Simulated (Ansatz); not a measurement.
The parent structure is MgSe in the rock salt structure (space group Fm-3m, No. 225).

```yaml
crystal:
  lattice:
    - [0.00000, 2.72489, 2.72489]
    - [2.72489, 0.00000, 2.72489]
    - [2.72489, 2.72489, 0.00000]
  atoms:
    - { symbol: Se, position: [0.00000, 0.00000, 0.00000] }
    - { symbol: Mg, position: [0.50000, 0.50000, 0.50000] }
```

Method: PBEsol (Ansatz, a quantum-chemistry and plane-wave program), no spin-orbit coupling.

For the base:

| Property | Value |
|---|---|
| Band gap | 1.78 eV |
| Width of the top valence band | 2.57 eV |
| Electron mass | 0.49 mₑ along k, 0.23 mₑ across (at X) |
| Shortest interatomic distance | 2.725 Å |

Now apply this change: cell and atoms relaxed at a pressure of 60 GPa.

### Question
What does the calculation give for the band gap, width of the top valence band, electron mass and shortest interatomic distance after the change?

### Answer
The band gap increases by 0.37 eV (1.78 eV → 2.15 eV); the width of the top valence band rises by 1.56 eV, from 2.57 eV to 4.13 eV; the electron mass changes from 0.49 mₑ along k, 0.23 mₑ across (at X) to 1.1 mₑ along k, 0.18 mₑ across (at X); the shortest interatomic distance shrinks by 0.344 Å, from 2.725 Å to 2.381 Å.

Load acts through the strain it causes; cell and atoms are relaxed under it. Effective masses come from finite differences of ±0.01 Å⁻¹. Along k means along the line from Γ to the band edge. Stability against distortions was not tested. Competing high-pressure phases were not computed.
